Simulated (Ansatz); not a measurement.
Ansatz (an electronic-structure program) run on NiGe (Pnma, 8 atoms in the cell): zone-centre phonon calculation.

Level of theory: LDA (PW92), default PAW files made with PBE (plane waves; Ansatz).

```xyz
8
Lattice="5.3030 0.0000 0.0000 0.0000 3.4337 0.0000 0.0000 0.0000 5.7419" Properties=species:S:1:pos:R:3 pbc="T T T"
Ni     2.6809     0.8584     3.9661
Ni     2.6221     2.5752     1.7758
Ni     5.2736     2.5752     1.0951
Ni     0.0294     0.8584     4.6467
Ge     3.6573     0.8584     0.4994
Ge     1.6457     2.5752     5.2424
Ge     4.2972     2.5752     3.3704
Ge     1.0058     0.8584     2.3715
```

Reference input (self-consistent single point, DFT, LDA (PW92), plane waves, default PAW files made with PBE): basis.ecutwfc = 30.9 Ry; kpoints.mp_grid.grid = 4 7 4; hamiltonian.xc = lda; hamiltonian.pseudopotentials = {kind: paw} (the program's default PAW files); scf.occupations.method = fermi_dirac; scf.occupations.width = 0.0073 Ry. This run's input differs from it in these lines:

```diff
@@ -26,7 +26,5 @@
     method: fermi_dirac
-    width: 0.0073 Ry
-output:
-  forces: true
-  eigenvalues: true
-  stress: true
+    width: 0.0037 Ry
+phonons:
+  method: dfpt
```

The program printed (abridged):

```
SCF iter   1: F=—  HF=-39959.508794 eV  |F-HF|=—  |Δ(HF+E_count)|=         —  Δρ=1.75e-2  dr2=1.46e-1  ethr=1.77e-3  ⟨swp⟩=5.2  Hψ=9899  notcnv=0  defer=113
all-band conjugate gradients solve this SCF's bands
preconditioner: auto → Kerker (q_TF=auto, 2.822 Å⁻¹)
SCF iter   2: F=—  HF=-39959.483598 eV  |F-HF|=—  |Δ(HF+E_count)|=   2.52e-2  Δρ=5.20e-3  dr2=1.33e-2  ethr=1.14e-4  ⟨swp⟩=2.3  Hψ=5258  notcnv=0  defer=178
   [... lines left out ...]
SCF iter   9: F=—  HF=-39959.480412 eV  |F-HF|=—  |Δ(HF+E_count)|=  8.80e-10  Δρ=2.63e-6  dr2=6.43e-9  ethr=1.73e-11  ⟨swp⟩=2.0  Hψ=5458  notcnv=0  defer=178
SCF iter  10: F=—  HF=-39959.480412 eV  |F-HF|=—  |Δ(HF+E_count)|=  7.06e-10  Δρ=6.25e-7  dr2=3.62e-10  ethr=5.02e-12  ⟨swp⟩=1.3  Hψ=2947  notcnv=0  defer=178
SCF iter  11: F=—  HF=-39959.480412 eV  |F-HF|=—  |Δ(HF+E_count)|=  1.60e-10  Δρ=2.19e-7  dr2=4.45e-11  ethr=1.00e-12  ⟨swp⟩=2.9  Hψ=4853  notcnv=0  defer=178
SCF iter  12: F=-39959.480412 eV  HF=-39959.480412 eV  |F-HF|=0.00e0  |Δ(HF+E_count)|=    0.00e0  Δρ=3.26e-8  dr2=1.29e-12  ethr=1.00e-12  ⟨swp⟩=9.7  Hψ=15782  notcnv=0
SCF 1 converged in 12 iterations: F = -39959.480412 eV  dr2 = 1.29e-12
DFPT response loops at Γ: preconditioner auto → Kerker (q_TF=auto, 2.822 Å⁻¹) (partly filled bands, converged f_vac=0.000) …
Free energy (F): -39959.480412 eV
Internal energy: -39959.463591 eV  (E = F + TS)
E sigma→0 (E₀):  -39959.472002 eV
Entropy (-TS):   -0.016821 eV (-2.103 meV/atom)
Fermi energy:    15.565778 eV
--- Phonons (Γ-DFPT): 6 representative perturbations + reference, on 40 of 112 k-points (Σ response iterations 23) ---
  k mesh reduced under 2 symmetry operations, with k and −k counted as one. Each operation leaves every solved displacement unchanged or reverses it
  ASR residual: 5.159e-4 → 0.000e0 eV/Å²; symmetrization residual: 6.726e-6 eV/Å²
  ASR residual per site (eV/Å²): 5.16e-4 5.16e-4 5.16e-4 5.16e-4 2.98e-5 2.98e-5 2.98e-5 2.98e-5
  Γ frequencies (cm⁻¹): 0.00 0.00 0.00 106.40 140.26 144.44 154.57 155.55 157.77 161.53 169.88 182.42 197.48 198.38 201.76 219.09 219.56 225.36 232.91 242.15 260.85 261.45 275.42 275.54
  non-analytic LO–TO correction: not included (Born effective charges unavailable; polar crystals: no LO–TO splitting at Γ)
```

The run converged in 12 iterations. 

Summary of the result:
| Item | Result |
|---|---|
| Free energy E − TS (on the zero of these files) | -39959.4804 eV |
| Fermi level (on the code's own zero) | 15.57 eV |
| Zone-centre frequencies (cm⁻¹; negative means imaginary) | 0, 0, 0, 106, 140, 144, 155, 156, 158, 162, 170, 182, 197, 198, 202, 219, 220, 225, 233, 242, 261, 261, 275, 276 |

The starting cell comes from a database of computed structures (which also holds hypothetical and non-ambient phases and stackings), without a prior relaxation at this level. Its lattice was rescaled by up to half a per cent. Spin polarisation is off.

Cost on one core of a shared machine: roughly 6 min.

Keys are those of Ansatz 0.2.
